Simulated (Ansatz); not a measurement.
**Amorphous Ti10Al12O38**

A CHGNet melt-quench gave the starting glass, which DFT then relaxed. O atoms were pushed apart under 1.9 Å during the dynamics, to hinder bonds among them. It is the lowest in DFT energy of 2 quenches. It is a model cell: composition and starting density were chosen by hand, and all elements were melted together. No dispersion term was used.

The numbers are results of PBE, scalar-relativistic without spin-orbit coupling (plane waves to 420 eV, PAW; Ansatz, a program for electronic structure), not measurements. Geometry, pressure, stress and energy are those of the PBE run. Its sampling: a 2×2×2 Γ-centred mesh; Fermi-Dirac width 0.02 eV; no spin polarisation. At PBE the levels at both edges of the gap are localised (band-tail or defect states), and the nearest spread-out levels lie 3.5 eV apart at the zone centre.

The number of atoms in the cell is 60, the density (held, not predicted) is 3.14 g/cm^3 and the volume per atom is 12.42 Å^3. The pressure on a 2×2×2 Γ-centred mesh is -2.04 GPa, the largest force and stress component on that mesh (the relaxation ran on the zone centre alone) is 0.11 eV/Å and 2.4 GPa and the energy relative to anatase TiO2 + corundum (lowest mix at this level among the phases computed, not always the ambient ones) is 0.141 eV/atom. The gap between localised states on a 2×2×2 Γ-centred mesh (PBE) is 2.27 eV and the gap between localised states at the zone centre (PBE) is 2.28 eV.

Neighbours within Ti-Ti 3.12 Å, Ti-Al 2.89 Å, Ti-O 2.60 Å, Al-Al 2.66 Å, Al-O 2.46 Å, O-O 1.58 Å count as bonded. Two cations that share two anions don't count as bonded, nor two that share one unless they lie closer than Ti-Ti 3.04 Å, Ti-Al 2.81 Å, Al-Al 2.59 Å.

```json
{
  "Mean coordination of Ti by anions": "5.10 (1 with 4, 7 with 5, 2 with 6)",
  "Mean coordination of Al by anions": "4.83 (4 with 4, 6 with 5, 2 with 6)",
  "Mean coordination of O": "2.87 (9 with 2, 25 with 3, 4 with 4)",
  "Mean Al-O bond": "1.877 Å (spread 0.126 Å, 58 counted)",
  "Mean Ti-O bond": "1.960 Å (spread 0.156 Å, 51 counted)"
}
```

Its density started from a set value of 3.14 g/cm³. The simulated quench (nominally 140 K/ps over its main leg) is rapid and tends to freeze in more defects than a deposited or slowly cooled glass has. A cell of this size samples the disorder only roughly. The volume was held where the preparation left it, at a PBE pressure of -2.0 GPa (tension). Stress components on the final sampling reach 2.4 GPa.
